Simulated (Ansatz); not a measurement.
## Hypothetical zinc blende CaO, response to strain

Base system: CaO in the zinc blende structure (space group F-43m, No. 216; a = 5.213 Å; a hypothetical phase, not in the database extracts checked). Axes: x, y, z lie along the cube axes.

Strains are applied to the cell and any free atomic positions relax; under biaxial strain the out-of-plane vector relaxes too.

The values are results of DFT with r2SCAN, PAW potentials and a 500 eV plane-wave cutoff in Ansatz (a first-principles code), no spin-orbit coupling, not measurements.

Notes on the quantities. pressure: mean of the normal stresses, compression positive; energy relative to the base: free energy F.

| case | space group | pressure | gap character | energy relative to the base |
|---|---|---|---|---|
| base | F-43m (No. 216) | 0.00 GPa | indirect, W → Γ | 0 meV/atom |
| biaxial strain −4.86 %, plane normal [001], relaxed out of plane | I-4m2 (No. 119) | 2.20 GPa | indirect, M → Γ | +16 meV/atom |
| biaxial strain −0.81 %, plane normal [111], relaxed out of plane | R3m (No. 160) | 0.78 GPa | indirect, F → Γ | +1.0 meV/atom |
| isotropic strain −1.71 % | F-43m (No. 216) | 4.74 GPa | indirect, W → Γ | +13 meV/atom |
| isotropic strain +3.51 % | F-43m (No. 216) | -6.91 GPa | indirect, X → Γ | +45 meV/atom |
| isotropic strain +5.72 % | F-43m (No. 216) | -9.79 GPa | indirect, X → Γ | +113 meV/atom |
| uniaxial strain ε_xx = +5.27 % | I-4m2 (No. 119) | -3.92 GPa | indirect, M → Γ | +14 meV/atom |
| uniaxial strain ε_zz = +0.65 % | I-4m2 (No. 119) | -0.53 GPa | indirect, M → Γ | +0.2 meV/atom |
| tensor shear ε_xy = +0.97 % | Imm2 (No. 44) | -0.01 GPa | indirect, X → Γ | +0.8 meV/atom |
| tensor shear ε_xz = +2.79 % | Imm2 (No. 44) | -0.07 GPa | indirect, X → Γ | +6.6 meV/atom |

No phonon test of stability was made. k-point labels follow each cell's own Brillouin zone.
